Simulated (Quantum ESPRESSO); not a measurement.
Input and output of a self-consistent single point for NiPtF6 (P1, 8 atoms in the cell) (Quantum ESPRESSO).

Level of theory: PBEsol, SSSP 1.1.2 efficiency (PBE) pseudopotentials (plane waves; Quantum ESPRESSO 7.5).

The change in words: atoms moved at random. Reference geometry:
```yaml
crystal:
  lattice:
    - [2.45105, 1.41511, 4.54170]
    - [-2.45105, 1.41511, 4.54170]
    - [0.00000, -2.83022, 4.54170]
  atoms:
    - { symbol: Ni, position: [0.00000, 0.00000, 0.00000], spin: 2.0 }
    - { symbol: Pt, position: [0.50000, 0.50000, 0.50000] }
    - { symbol: F, position: [0.90388, 0.25259, 0.59311] }
    - { symbol: F, position: [0.09612, 0.74741, 0.40689] }
    - { symbol: F, position: [0.59311, 0.90388, 0.25259] }
    - { symbol: F, position: [0.40689, 0.09612, 0.74741] }
    - { symbol: F, position: [0.25259, 0.59311, 0.90388] }
    - { symbol: F, position: [0.74741, 0.40689, 0.09612] }
```
(The spins are starting values, not results.)

Reference input (self-consistent single point, DFT, PBEsol, plane waves, SSSP 1.1.2 efficiency (PBE) pseudopotentials): ecutwfc = 50 Ry; ecutrho = 400 Ry; occupations = smearing; smearing = fermi-dirac; degauss = 0.00147 Ry; nspin = 2; input_dft = pbesol; potentials = {Ni: ni_pbe_v1.4.uspp.F.UPF, Pt: pt_pbe_v1.4.uspp.F.UPF, F: f_pbe_v1.4.uspp.F.UPF}; K_POINTS = automatic 4 4 4 0 0 0; conv_thr = 1e-10 Ry; mixing_beta = 0.3. This run's input differs from it in these lines:

```diff
@@ -30,10 +30,10 @@
 ATOMIC_POSITIONS crystal
-Ni    0.0000000000    0.0000000000    0.0000000000
-Pt    0.5000000000    0.5000000000    0.5000000000
-F     0.9038800000    0.2525900000    0.5931100000
-F     0.0961200000    0.7474100000    0.4068900000
-F     0.5931100000    0.9038800000    0.2525900000
-F     0.4068900000    0.0961200000    0.7474100000
-F     0.2525900000    0.5931100000    0.9038800000
-F     0.7474100000    0.4068900000    0.0961200000
+Ni    0.0005190000    0.0069630000   -0.0200640000
+Pt    0.5015140000    0.4931020000    0.5117230000
+F     0.9204820000    0.2542400000    0.5786440000
+F     0.0982820000    0.7371440000    0.4200160000
+F     0.5888440000    0.9003890000    0.2634610000
+F     0.4044710000    0.0942020000    0.7409040000
+F     0.2582820000    0.6013430000    0.9039330000
+F     0.7276070000    0.4126170000    0.1013820000
 K_POINTS automatic
@@ -41,5 +41,5 @@
 CELL_PARAMETERS angstrom
-   2.4510448638     1.4151114119     4.5417000000
-  -2.4510448638     1.4151114119     4.5417000000
-   0.0000000000    -2.8302228239     4.5417000000
+   2.4510450000     1.4151110000     4.5417000000
+  -2.4510450000     1.4151110000     4.5417000000
+   0.0000000000    -2.8302230000     4.5417000000
```

Log, with long lists cut:

```
     Self-consistent Calculation

     iteration #  1     ecut=    50.00 Ry     beta= 0.30

     negative rho (up, down):  8.906E-02 8.854E-02

     total energy              =    -841.11658599 Ry
     estimated scf accuracy    <      10.13631138 Ry

     total magnetization       =     0.63 Bohr mag/cell
     absolute magnetization    =     0.74 Bohr mag/cell

     iteration #  2     ecut=    50.00 Ry     beta= 0.30

     negative rho (up, down):  8.987E-02 8.939E-02

     total energy              =    -841.26791273 Ry
     estimated scf accuracy    <      33.23327291 Ry

     total magnetization       =     2.31 Bohr mag/cell
   [... lines left out ...]

     iteration # 17     ecut=    50.00 Ry     beta= 0.30

     negative rho (up, down):  8.955E-02 8.918E-02

     Magnetic moment per site  (integrated on atomic sphere of radius R)
     atom   1 (R=0.147)  charge= 15.1751  magn=  1.5750
     atom   2 (R=0.150)  charge= 10.4988  magn=  0.0378
     atom   3 (R=0.147)  charge=  6.3067  magn=  0.0639
     atom   4 (R=0.147)  charge=  6.2848  magn=  0.0398
     atom   5 (R=0.147)  charge=  6.2955  magn=  0.0478
     atom   6 (R=0.147)  charge=  6.3040  magn=  0.0547
     atom   7 (R=0.147)  charge=  6.3136  magn=  0.0580
     atom   8 (R=0.147)  charge=  6.2894  magn=  0.0436
     End of self-consistent calculation

     the Fermi energy is     6.5976 ev

!    total energy              =    -843.97084551 Ry
     estimated scf accuracy    <          3.4E-11 Ry
     smearing contrib. (-TS)   =      -0.00000000 Ry
     internal energy E=F+TS    =    -843.97084551 Ry

     total magnetization       =     2.00 Bohr mag/cell
     absolute magnetization    =     2.10 Bohr mag/cell

     convergence has been achieved in  17 iterations

     negative rho (up, down):  8.955E-02 8.918E-02

     Forces acting on atoms (cartesian axes, Ry/au):

     atom    1 type  1   force =    -0.00623784   -0.03532665    0.03161427
     atom    2 type  2   force =    -0.01353674    0.03960844   -0.03388313
     atom    3 type  3   force =    -0.00787944   -0.00573838   -0.00662369
   [... lines left out ...]
     Total force =     0.080326     Total SCF correction =     0.000010
   [... lines left out ...]

     negative rho (up, down):  8.955E-02 8.918E-02
          total   stress  (Ry/bohr**3)                   (kbar)     P=       -3.07
  -0.00000667  -0.00001584  -0.00001663           -0.98       -2.33       -2.45
  -0.00001584  -0.00003989   0.00000744           -2.33       -5.87        1.09
  -0.00001663   0.00000744  -0.00001602           -2.45        1.09       -2.36

   JOB DONE.
```

The run converged in 17 iterations. Against the reference run the free energy goes up by 19.4 meV/atom, the pressure stays near -0.31 GPa while the yy stress (positive for compression) goes from -0.28 to -0.59 GPa, the largest force goes from 0.133 to 1.385 eV/Å, the gap on the mesh moves little (0.847 to 0.855 eV) and the size of the net moment stays at 0.25 μB/atom.

The starting cell comes from a database of computed structures (which also holds hypothetical and non-ambient phases and stackings), without a prior relaxation at this level. For this run, on top of that: atoms moved at random. Spin-orbit coupling is off. With one magnetic atom in the cell only a parallel order is possible. Forces in this geometry exceed 1 eV/Å.

Cost on one core of a shared machine: roughly 4 min.
